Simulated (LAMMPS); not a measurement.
An MD run on a melt made from Cu (fcc), 256 atoms, at 1770 K and 5 GPa, brought to that temperature within a few picoseconds.

Model: MD with a machine-learned potential, pair style snap, file Cu_Zuo_JPCA2020.quadratic.snap, run in LAMMPS.

* **state found**: liquid
* **density**: 7.804 ± 0.004 g/cm³
* **volume per atom**: 13.522 ± 0.006 Å³/atom
* **enthalpy per atom**: -3.075 ± 0.001 eV/atom
* **first peak of g(r)**: 2.48 Å, height 2.6
* **coordination number**: 13.1 (counted to 3.54 Å)
* **most common Cu-Cu-Cu angle**: at the 3° bin centred on 55.5°, after smoothing over three bins (mean of all 96°)
* **self-diffusion coefficient of Cu (not corrected for cell size)**: (5.1 ± 0.2) × 10^-5 cm²/s
* **mean frequency of the vibrational (phonon) density of states**: 4.4 THz
* **cost**: very roughly 14 core-minutes

Potential: file Cu_Zuo_JPCA2020.quadratic.snap of the LAMMPS distribution; its header cites Y. Zuo, C. Chen, X, Li, Z. Deng, Y. Chen, J. Behler, G. Csányi, A. V. Shapeev, A. P. Thompson, M. A. Wood, S. P. Ong, "Performance and Cost Assessment of Machine Learning Interatomic Potentials" J. Phys. Chem. A 124, 4, 731-745 (2020).

Caution: a run this short can hold a crystal over, or a liquid under, the potential's own melting point, which these runs don't give.

States go by the mean squared displacement: a species diffuses where it passes 1.5 Å², still rises and gives D over 1e-6 cm²/s; a crystal has left its structure where atoms lie 0.35 Å off their sites on average or a cubic box changes its shape by 3 %, or the axial ratios of another lie 8 % off the starting cell's, which the potential's own relaxation can also do.

Errors of D are the spread over four groups of atoms in one short run; a floor of about 5 %, a picked value, is safer.

Errors shown are sampling errors alone.

```csv
t (ps),MSD (Å²)
0.1000,0.374
0.2000,0.721
0.3000,1.03
0.4000,1.33
0.5000,1.63
0.6000,1.92
0.7000,2.23
0.8000,2.53
0.9000,2.83
1.000,3.12
1.200,3.73
1.400,4.33
1.600,4.92
1.800,5.54
2.100,6.46
2.400,7.35
2.700,8.26
3.100,9.46
3.600,11.0
4.100,12.5
4.700,14.3
5.400,16.4
6.200,18.8
7.000,21.2
8.000,24.3
9.200,27.9
10.50,31.8
12.00,36.4
13.70,41.8
15.70,48.1
18.00,54.7
```

| angle (°) | probability per degree, Cu-Cu-Cu |
|---|---|
| 31.50 | 0.0000 |
| 34.50 | 0.0001 |
| 37.50 | 0.0007 |
| 40.50 | 0.0029 |
| 43.50 | 0.0061 |
| 46.50 | 0.0094 |
| 49.50 | 0.0118 |
| 52.50 | 0.0132 |
| 55.50 | 0.0135 |
| 58.50 | 0.0131 |
| 61.50 | 0.0116 |
| 64.50 | 0.0101 |
| 67.50 | 0.0087 |
| 70.50 | 0.0073 |
| 73.50 | 0.0070 |
| 76.50 | 0.0069 |
| 79.50 | 0.0066 |
| 82.50 | 0.0067 |
| 85.50 | 0.0073 |
| 88.50 | 0.0077 |
| 91.50 | 0.0083 |
| 94.50 | 0.0089 |
| 97.50 | 0.0097 |
| 100.5 | 0.0101 |
| 103.5 | 0.0101 |
| 106.5 | 0.0101 |
| 109.5 | 0.0101 |
| 112.5 | 0.0099 |
| 115.5 | 0.0093 |
| 118.5 | 0.0088 |
| 121.5 | 0.0083 |
| 124.5 | 0.0076 |
| 127.5 | 0.0072 |
| 130.5 | 0.0067 |
| 133.5 | 0.0062 |
| 136.5 | 0.0061 |
| 139.5 | 0.0057 |
| 142.5 | 0.0053 |
| 145.5 | 0.0052 |
| 148.5 | 0.0047 |
| 151.5 | 0.0044 |
| 154.5 | 0.0040 |
| 157.5 | 0.0037 |
| 160.5 | 0.0032 |
| 163.5 | 0.0027 |
| 166.5 | 0.0024 |
| 169.5 | 0.0018 |
| 172.5 | 0.0014 |
| 175.5 | 0.0008 |
| 178.5 | 0.0003 |
